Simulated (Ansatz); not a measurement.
Worked example: self-consistent single point of CsBS2 (Immm, 8 atoms in the cell) in Ansatz (a program for electronic structure).

Computed with PBEsol, PAW files made with PBE (plane waves; Ansatz).

The change in words: lattice scaled by 0.98. Reference geometry:
```yaml
crystal:
  lattice:
    - [-2.30512, 3.12859, 9.02219]
    - [2.30512, -3.12859, 9.02219]
    - [2.30512, 3.12859, -9.02219]
  atoms:
    - { symbol: Cs, position: [0.35893, 0.85893, 0.50000] }
    - { symbol: Cs, position: [0.64107, 0.14107, 0.50000] }
    - { symbol: B, position: [0.93248, 0.43248, 0.50000] }
    - { symbol: B, position: [0.06752, 0.56752, 0.50000] }
    - { symbol: S, position: [0.83534, 0.33534, 0.50000] }
    - { symbol: S, position: [0.16466, 0.66466, 0.50000] }
    - { symbol: S, position: [0.77009, 0.50000, 0.27009] }
    - { symbol: S, position: [0.22991, 0.50000, 0.72991] }
```

Reference input (self-consistent single point, DFT, PBEsol, plane waves, PAW files made with PBE): kpoints.mp_grid.grid = 4 4 4; hamiltonian.xc = pbesol; hamiltonian.pseudopotentials = {kind: paw} (the program's default PAW files); scf.occupations.method = fermi_dirac; scf.occupations.width = 0.02 eV. This run's input differs from it in these lines:

```diff
@@ -3,5 +3,5 @@
   lattice:
-    - [-2.30511600, 3.12858700, 9.02219400]
-    - [2.30511600, -3.12858700, 9.02219400]
-    - [2.30511600, 3.12858700, -9.02219400]
+    - [-2.25901400, 3.06601500, 8.84175000]
+    - [2.25901400, -3.06601500, 8.84175000]
+    - [2.25901400, 3.06601500, -8.84175000]
   atoms:
```

Log, with long lists cut:

```
SCF iter   1: F=—  HF=-15024.777528 eV  |F-HF|=—  |Δ(HF+E_count)|=         —  Δρ=3.33e-2  dr2=3.97e0  ethr=3.10e-3  ⟨swp⟩=10.1  Hψ=3459  notcnv=0
all-band conjugate gradients solve this SCF's bands
preconditioner: auto → Resta (q_TF=auto, 2.079 Å⁻¹)
SCF iter   2: F=—  HF=-15023.710441 eV  |F-HF|=—  |Δ(HF+E_count)|=    1.07e0  Δρ=1.67e-2  dr2=8.96e-1  ethr=3.10e-3  ⟨swp⟩=3.9  Hψ=1265  notcnv=0  defer=46
   [... lines left out ...]
SCF iter   6: F=—  HF=-15023.401882 eV  |F-HF|=—  |Δ(HF+E_count)|=   3.70e-4  Δρ=1.48e-4  dr2=1.00e-4  ethr=5.28e-6  ⟨swp⟩=2.0  Hψ=848  notcnv=0  defer=42
SCF iter   7: F=—  HF=-15023.402072 eV  |F-HF|=—  |Δ(HF+E_count)|=   1.90e-4  Δρ=3.63e-5  dr2=5.09e-6  ethr=2.09e-7  ⟨swp⟩=2.0  Hψ=1001  notcnv=0  defer=42
SCF iter   8: F=—  HF=-15023.402018 eV  |F-HF|=—  |Δ(HF+E_count)|=   5.38e-5  Δρ=8.78e-6  dr2=3.18e-7  ethr=1.06e-8  ⟨swp⟩=2.3  Hψ=952  notcnv=0  defer=42
SCF iter   9: F=-15023.402019 eV  HF=-15023.402019 eV  |F-HF|=1.45e-8  |Δ(HF+E_count)|=   3.31e-7  Δρ=2.11e-6  dr2=1.81e-8  ethr=2.08e-10  ⟨swp⟩=18.2  Hψ=4079  notcnv=0
SCF 1 converged in 9 iterations: F = -15023.402019 eV  dr2 = 1.81e-8
Free energy (F): -15023.402019 eV
Internal energy: -15023.402019 eV  (E = F + TS)
E sigma→0 (E₀):  -15023.402019 eV
Fermi energy:    4.204908 eV
--- Forces (eV/Å), atoms counted from 1 ---
  atom   1  Cs     0.00000000     0.00000000     0.00970056
  atom   2  Cs     0.00000000     0.00000000    -0.00970056
  atom   3  B      0.00000000     0.00000000     0.23219598
  atom   4  B      0.00000000     0.00000000    -0.23219598
  atom   5  S      0.00000000     0.00000000    -0.58316367
  atom   6  S      0.00000000     0.00000000     0.58316367
  atom   7  S      0.00000000    -0.54749419     0.00000000
  atom   8  S      0.00000000     0.54749419     0.00000000
--- Stress (GPa, compression-positive) ---
       -0.134517       0.000000       0.000000
        0.000000       0.502815       0.000000
        0.000000       0.000000       1.609224
  P = ⅓ Tr σ = 0.6592 GPa (6.592 kbar)
  The stress holds the Pulay correction. Without it, at fixed plane waves, as pw.x and ABINIT print it: P = 0.6394 GPa
```

The run converged in 9 iterations. Against the reference run the free energy goes down by 6.0 meV/atom, the pressure goes from -1.54 to 0.66 GPa, the largest force goes from 0.420 to 0.583 eV/Å and the gap on the mesh goes from 2.633 to 2.585 eV.

The starting cell comes from a database of computed structures (which also holds hypothetical and non-ambient phases and stackings), without a prior relaxation at this level. Its lattice was rescaled by a random factor within 2.5 % of one. For this run, on top of that: lattice scaled by 0.98. Ansatz's pressure includes its estimate of the finite-basis (Pulay) stress.

Keys are those of Ansatz 0.2.
